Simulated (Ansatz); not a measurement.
Start from AlN in the wurtzite structure (space group P6_3mc, No. 186; a = 3.130 Å, c = 5.018 Å).

The values are results of PBE in Ansatz (plane waves to 420 eV, PAW, no spin-orbit coupling), not measurements.

For the base:

| Quantity | Value |
|---|---|
| Volume per atom | 10.65 Å³ |
| Gap character | direct at Γ |
| Valence-band top at Γ | 0.00, -0.20, -0.20 eV |

Now apply this change: a hydrostatic pressure of 2.1 GPa.

**Question.** What does the calculation give for the volume per atom, gap character and valence-band top at Γ after the change?

**Answer.** The volume per atom drops by 0.113 Å³ to 10.53 Å³; the gap character is still direct at Γ; the valence-band top at Γ (three highest levels, from the VBM) goes from 0.00, -0.20, -0.20 eV to 0.00, -0.21, -0.21 eV.

Load acts through the strain it causes; cell and atoms are relaxed under it. No phonon test of stability was made. Tetrahedral semiconductors of this kind turn to denser phases somewhere between about 1 and 50 GPa; those were not computed, so compressed cells here can lie past the real transition.

Ansatz is a quantum-chemistry and plane-wave program.
